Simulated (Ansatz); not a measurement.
# C: pressure 1.5 GPa

Take C in the graphite type structure (space group P6_3/mmc, No. 194; a = 2.465 Å, c = 6.730 Å; layered, stacked along the Cartesian z axis) as the base.

The change: cell and atoms relaxed at a pressure of 1.5 GPa.

Method: Ansatz (a first-principles code) PBE-D3(BJ), no spin-orbit coupling. Γ-centred 15×15×5 mesh, Fermi–Dirac width 0.05 eV.

```csv
quantity,base,changed,shift
volume per atom,8.85 Å³,8.52 Å³,-0.33 Å³
density,2.25 g/cm³,2.34 g/cm³,+0.09 g/cm³
lattice parameter a,2.465 Å,2.462 Å,-0.003 Å
c/a ratio,2.730,2.637,-0.093
shortest interatomic distance,1.423 Å,1.421 Å,-0.002 Å
band gap,zero,zero,–
```

Final structure:

```
C
1.0
    2.46209     0.00000     0.00000
   -1.23104     2.13223     0.00000
    0.00000     0.00000     6.49305
C
4
Direct
  0.00000   0.00000   0.25000
  0.00000   0.00000   0.75000
  0.33333   0.66667   0.25000
  0.66667   0.33333   0.75000
```

Cost of the whole job for the changed cell (relaxation, final SCF and bands): very roughly 16 core-seconds.

The mesh was chosen for an insulator and is coarse for the gapless case. Load acts through the strain it causes; cell and atoms are relaxed under it. No phonon test of stability was made.
